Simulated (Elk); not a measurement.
Input and output of a self-consistent single point for Os (P6_3/mmc, 4 atoms in the cell) (Elk).

Computed with PBE, all-electron FP-LAPW, Elk's shipped species files, APW+lo basis with extra local orbitals run with Elk.

The change in words: lattice scaled by 0.98. Reference geometry:
```
Os
1.0
    2.74343     0.00000     0.00000
   -1.37171     2.37588     0.00000
    0.00000     0.00000     8.82699
Os
4
Cartesian
  0.00000   0.00000   0.00000
  0.00000   0.00000   4.41350
  0.00000   1.58392   2.20675
  1.37171   0.79196   6.62024
```

Reference input (self-consistent single point, DFT, PBE, all-electron FP-LAPW, Elk's shipped species files, APW+lo basis with extra local orbitals): xctype = 20; rgkmax = 8; stype = 0; swidth = 0.00367493 Ha; ngridk = 9 9 3; gmaxvr = 14 1/bohr; nxlo = 2; lorbcnd = true; lmaxi = 2. This run's input differs from it in these lines:

```diff
@@ -31,5 +31,5 @@
 avec
-    2.7434256482    0.0000000816    0.0000000000
-   -1.3717128948    2.3758762639    0.0000000000
-    0.0000000000    0.0000000000    8.8269900000
+    2.6885566181    0.0000003386    0.0000000000
+   -1.3442786023    2.3283581614    0.0000000000
+    0.0000000000    0.0000000000    8.6504500000
```

Log, with long lists cut:

```
│ Self-consistent loop started │
│ Loop number : 1 │
 total energy                :     -69146.7300110
│ Loop number : 2 │
 total energy                :     -69147.4196790
RMS change in Kohn-Sham potential (target) :   0.1544794767     (  0.1000000000E-05)
Absolute change in total energy (target)   :   0.6896680563     (  0.1000000000E-03)
│ Loop number : 3 │
 total energy                :     -69147.5971701
RMS change in Kohn-Sham potential (target) :   0.1507286137     (  0.1000000000E-05)
Absolute change in total energy (target)   :   0.3499081004     (  0.1000000000E-03)
│ Loop number : 4 │
   [... lines left out ...]
Absolute change in total energy (target)   :   0.9547946393E-03 (  0.1000000000E-03)
│ Loop number : 15 │
 total energy                :     -69128.3599055
RMS change in Kohn-Sham potential (target) :   0.1417965431E-06 (  0.1000000000E-05)
Absolute change in total energy (target)   :   0.2030849719E-03 (  0.1000000000E-03)
│ Loop number : 16 │
 total energy                :     -69128.3599242
RMS change in Kohn-Sham potential (target) :   0.2177592181E-07 (  0.1000000000E-05)
Absolute change in total energy (target)   :   0.3204605309E-04 (  0.1000000000E-03)
Convergence targets achieved

│ Loop number : 17 │

Energies :
 Fermi                       :     0.616709733572
 total energy                :     -69128.3599293

Density of states at Fermi energy :    107.8199946
 (states/Hartree/unit cell)

Estimated indirect band gap :   0.2808990169E-03
 from k-point     15 to k-point     18
Estimated direct band gap   :   0.7290017315E-02
 at k-point      1

Charges :
 core                        :    184.0000000
 valence                     :    120.0000000
 interstitial                :    5.723581958
 muffin-tins (core leakage)
  species :    1 (Os)
   atom    1                 :    74.56789248     (  0.2952873004E-06)
   atom    2                 :    74.56789248     (  0.2952873004E-06)
   atom    3                 :    74.57031654     (  0.2953747256E-06)
   atom    4                 :    74.57031654     (  0.2953747256E-06)
 total in muffin-tins        :    298.2764180
 total calculated charge     :    303.9791879
 total charge                :    304.0000000
 error                       :   0.2081206554E-01

│ Self-consistent loop stopped │
```

The run converged in 17 iterations. The count includes the last loop, which Elk runs after its targets are met. 

The starting cell was generated: these elements placed on a structure prototype, without a prior relaxation; it need not be a known phase or ordering of this composition. Its lattice was rescaled by a random factor within 2.5 % of one. For this run, on top of that: lattice scaled by 0.98. Spin-orbit coupling is off. Spin polarisation is off. Values depend on the basis (sphere radii, cutoffs, local orbitals), which need not be converged. The log's line on a gap gives a spacing of levels on this mesh, which the program prints for metals too.

Cost on one core of a shared machine: roughly 30 s.
